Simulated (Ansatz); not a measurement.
Ansatz (a first-principles code) run on K₂LiLaF₆ (Fm-3m, 10 atoms in the cell): self-consistent single point

Level of theory: PBE (plane waves, PAW; Ansatz).

This input was run:

Ansatz 0.2 input:
```yaml
crystal:
  lattice:
    - [0.000000, 4.290052, 4.290052]
    - [4.290052, 0.000000, 4.290052]
    - [4.290052, 4.290052, 0.000000]
  atoms:
    - { symbol: K, position: [0.250000, 0.250000, 0.250000] }
    - { symbol: K, position: [0.750000, 0.750000, 0.750000] }
    - { symbol: Li, position: [0.500000, 0.500000, 0.500000] }
    - { symbol: La, position: [0.000000, 0.000000, 0.000000] }
    - { symbol: F, position: [0.749100, 0.250900, 0.250900] }
    - { symbol: F, position: [0.250900, 0.749100, 0.749100] }
    - { symbol: F, position: [0.250900, 0.749100, 0.250900] }
    - { symbol: F, position: [0.749100, 0.250900, 0.749100] }
    - { symbol: F, position: [0.250900, 0.250900, 0.749100] }
    - { symbol: F, position: [0.749100, 0.749100, 0.250900] }
basis:
  ecutwfc: 420.0 eV
kpoints:
  mp_grid: { grid: [6, 6, 6] }
hamiltonian:
  xc: pbe
  pseudopotentials: { kind: paw }
scf:
  occupations: { method: gaussian, width: 0.1 eV }
output:
  forces: true
  eigenvalues: true
  stress: true
```

Output, abridged:

```
WARN ansatz: RAYON_NUM_THREADS=1 ignored (pool sized by the plan → 1); use --threads N
Pseudopotentials: kind: paw
Pseudopotential: K, paw, valence charge 9
Pseudopotential: Li, paw, valence charge 3
Pseudopotential: La, paw, valence charge 11
Pseudopotential: F, paw, valence charge 7
Crystal: 10 atoms, lattice volume = 157.913 Å³
Basis set: ecut = 420 eV, 3119 PW (Γ), exchange–correlation on 90×90×90 points (8 copies of the dense FFT grid, shifted against one another)
Bands: 47, of which v1, the nominal top of the filled ones, is band 37 counted from 1 (36 counted from 0)
Symmetry: 48 space group operations
Space group: Fm-3m (ITA 225), of the structure as read, at distance tolerance 5.4e-5 Å
k-points: 16 of 216
Initial density: superposition of atomic densities (neutral atoms: chi_scale 0, normalization atom), corrected by the library's trained network
Initial wavefunctions: pseudopotential atomic-orbital guess
Eigensolver: davidson
Functional: x = pbe(κ = 0.804, μ = 0.2195149727645171), c = pbe(β = 0.06672455060314922)
SCF iter   1: F=—  HF=-14395.417940 eV  |F-HF|=—  |Δ(HF+E_count)|=         —  Δρ=1.27e-3  dr2=2.79e-3  ethr=1.77e-3  ⟨swp⟩=7.0  Hψ=3249  notcnv=0
all-band conjugate gradients solve this SCF's bands
preconditioner: auto → Resta (q_TF=auto, 2.405 Å⁻¹)
SCF iter   2: F=—  HF=-14395.417721 eV  |F-HF|=—  |Δ(HF+E_count)|=   2.19e-4  Δρ=6.09e-4  dr2=7.09e-4  ethr=3.76e-6  ⟨swp⟩=2.0  Hψ=1390  notcnv=0  defer=8
SCF iter   3: F=—  HF=-14395.417776 eV  |F-HF|=—  |Δ(HF+E_count)|=   5.57e-5  Δρ=4.19e-4  dr2=1.89e-4  ethr=9.58e-7  ⟨swp⟩=2.1  Hψ=1103  notcnv=0  defer=8
SCF iter   4: F=—  HF=-14395.417730 eV  |F-HF|=—  |Δ(HF+E_count)|=   4.64e-5  Δρ=8.61e-5  dr2=2.41e-5  ethr=2.55e-7  ⟨swp⟩=2.1  Hψ=1028  notcnv=0  defer=8
SCF iter   5: F=—  HF=-14395.417876 eV  |F-HF|=—  |Δ(HF+E_count)|=   1.46e-4  Δρ=2.73e-5  dr2=1.66e-6  ethr=3.25e-8  ⟨swp⟩=2.2  Hψ=1173  notcnv=0  defer=9
SCF iter   6: F=-14395.417876 eV  HF=-14395.417876 eV  |F-HF|=8.59e-9  |Δ(HF+E_count)|=   9.18e-9  Δρ=5.14e-6  dr2=3.97e-8  ethr=1.35e-10  ⟨swp⟩=9.2  Hψ=4075  notcnv=0
SCF 1 converged in 6 iterations: F = -14395.417876 eV  dr2 = 3.97e-8
SCF converged after 6 iterations
Free energy (F): -14395.417876 eV
Harris-Foulkes:  -14395.417876 eV  (|F-HF|=8.59e-9)
Internal energy: -14395.417876 eV  (E = F + TS)
E sigma→0 (E₀):  -14395.417876 eV
Fermi energy:    5.863287 eV
--- Per-component energies (eV) ---
  E_band       = -527.458742
  E_kinetic    = 1979.288311
  E_local      = -5222.037539  (includes V_loc(G=0)·N_el)
  E_nonlocal   = 530.410768
  E_hartree    = 1916.339416
  E_xc         = -907.256380
  E_vxc        = -1115.115030  (∫ρ·V_xc dr)
  E_paw        = -8206.413546  (= ΣΔE_a)
  E_vpaw       = -532.696044  (= ΣTr[D̂ρ^β])
  E_aug_tail   = 0.012314  (compensation charges beyond the density's cutoff)
  E_ewald      = -4485.761220
  E_smearing   = -0.000000  (= −TS)
  E_closure    = 0.000000  (closes the sum)
  Σ components = -14395.417876   (vs F -14395.417876, Δ=0.00e0)
--- Forces (eV/Å), atoms counted from 1 ---
  atom   1  K      0.00000000     0.00000000     0.00000000
  atom   2  K      0.00000000    -0.00000000    -0.00000000
  atom   3  Li     0.00000000    -0.00000000    -0.00000000
  atom   4  La    -0.00000000     0.00000000     0.00000000
  atom   5  F      2.75332715    -0.00000000     0.00000000
  atom   6  F     -2.75332715     0.00000000    -0.00000000
  atom   7  F      0.00000000     2.75332715     0.00000000
  atom   8  F     -0.00000000    -2.75332715     0.00000000
  atom   9  F      0.00000000     0.00000000     2.75332715
  atom  10  F      0.00000000     0.00000000    -2.75332715
  max |Σ_I F_I| component: 2.66e-15 eV/Å
--- Stress (GPa, compression-positive) ---
       11.443338       0.000000       0.000000
        0.000000      11.443338      -0.000000
        0.000000      -0.000000      11.443338
  P = ⅓ Tr σ = 11.4433 GPa (114.433 kbar)
  The stress holds the Pulay correction. Without it, at fixed plane waves, as pw.x and ABINIT print it: P = 11.0172 GPa
--- Band table (eV; the first three rows and the last of 16) ---
  k-point 0: bands = ["-38.8625", "-24.6736", "-24.3009", "-24.2908", "-17.6722", "-17.6722", "-17.6722", "-17.2881", "-17.2881", "-16.8704", "-8.1611", "-8.1611", "-8.1611", "-7.8714", "-7.8714", "-7.8714", "-7.6489", "-7.6489", "-7.6489", [...]
  k-point 1: bands = ["-38.8625", "-24.6685", "-24.3020", "-24.2945", "-17.6979", "-17.6617", "-17.6617", "-17.3009", "-17.3009", "-16.8442", "-8.1436", "-8.1424", "-8.1424", "-7.8611", "-7.8611", "-7.8490", "-7.6769", "-7.6597", "-7.6597", [...]
  k-point 2: bands = ["-38.8625", "-24.6581", "-24.3058", "-24.3003", "-17.7453", "-17.6383", "-17.6383", "-17.3291", "-17.3291", "-16.7958", "-8.1038", "-8.1038", "-8.1030", "-7.8351", "-7.8351", "-7.8040", "-7.7379", "-7.6879", "-7.6879", [...]
  k-point 15: bands = ["-38.8625", "-24.6453", "-24.3106", "-24.3074", "-17.6908", "-17.6798", "-17.6775", "-17.3932", "-17.3098", "-16.7314", "-8.0698", "-8.0567", "-8.0246", "-7.8147", "-7.7770", "-7.7713", "-7.7670", "-7.7641", "-7.7547", [...]
```

The run converged in 6 iterations.

The starting cell was generated: these elements placed on a structure prototype, without a prior relaxation; it need not be a known phase or ordering of this composition. Its lattice was rescaled by a random factor within 2.5 % of one. With a pressure of about 11 GPa the cell is away from its equilibrium volume at this level. Forces in this geometry exceed 1 eV/Å. Ansatz's pressure includes its estimate of the finite-basis (Pulay) stress.
